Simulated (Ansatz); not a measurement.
**Al2Cu under a change: uniaxial stress, 0.5 GPa tension along x**

Start from Al2Cu (space group I4/mcm, No. 140; a = 6.006 Å, c = 4.790 Å). Axes: x, y, z lie along a, b, c of the conventional cell.

Perturbation: uniaxial stress, 0.5 GPa tension along x; all other stress components relax to zero.

Calculations: Kohn–Sham DFT with the r2SCAN functional, run in Ansatz (an electronic-structure program) with PAW and 500 eV plane waves, spin-orbit coupling left out. k-mesh 12×12×12 (Γ-centred); smearing 0.05 eV (Fermi–Dirac).

```json
[
 {"quantity": "space group", "base": "I4/mcm (No. 140)", "changed": "Ibam (No. 72)", "shift": "–"},
 {"quantity": "shortest interatomic distance", "base": "2.395 Å", "changed": "2.393 Å", "shift": "-0.002 Å"},
 {"quantity": "energy relative to the base (free energy F)", "base": "0 meV/atom", "changed": "+0.1 meV/atom", "shift": "+0.1 meV/atom"},
 {"quantity": "band gap", "base": "zero", "changed": "zero", "shift": "–"},
 {"quantity": "strain response (xx, yy, zz) (rough)", "base": "–", "changed": "(+0.40, −0.18, −0.07) %", "shift": "–"}
]
```

Cost of the whole job for the changed cell (relaxation, final SCF and bands): very roughly 7 core-minutes.

Without a gap, meshes like the base's 12×12×12 leave anisotropic stresses uncertain by several tenths of a GPa, and small strain energies with them. Stability under load was not tested beyond the relaxation. All final runs are without spin polarisation.
